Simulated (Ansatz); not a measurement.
Tb: element substitutions

The parent structure is Tb in the hcp (Mg type) structure (space group P6_3/mmc, No. 194; ferromagnetic).

```yaml
crystal:
  lattice:
    - [3.46279, 0.00000, 0.00000]
    - [-1.73139, 2.99886, 0.00000]
    - [0.00000, 0.00000, 5.56110]
  atoms:
    - { symbol: Tb, position: [0.33333, 0.66667, 0.75000] }
    - { symbol: Tb, position: [0.66667, 0.33333, 0.25000] }
```

Each row replaces one element on all its sites; cell and atoms are relaxed.

Method: PBEsol, PAW, 420 eV (Ansatz, a quantum-chemistry and plane-wave program; no spin-orbit coupling).

Candidates:
(a) Tb → Mg
(b) Tb → Hf
(c) Tb → La

Before the change:

```
Item                   Value
-------------------  -------
Lattice parameter a  3.463 Å
```

**Question.** Order them by lattice parameter a, lowest first.

**Answer.** (b) Tb → Hf (3.159 Å), (a) Tb → Mg (3.167 Å), (c) Tb → La (3.641 Å)

The magnetic state is the one reached from the starting moments; the real material's order can differ, and small cells can't hold many antiferromagnetic ones. The 4f electrons are in the valence with no U and their state was not checked, so volumes and moments can be off. Whether these cells are dynamically stable was not tested. Spin-polarised in the final run: base; the other runs are not.
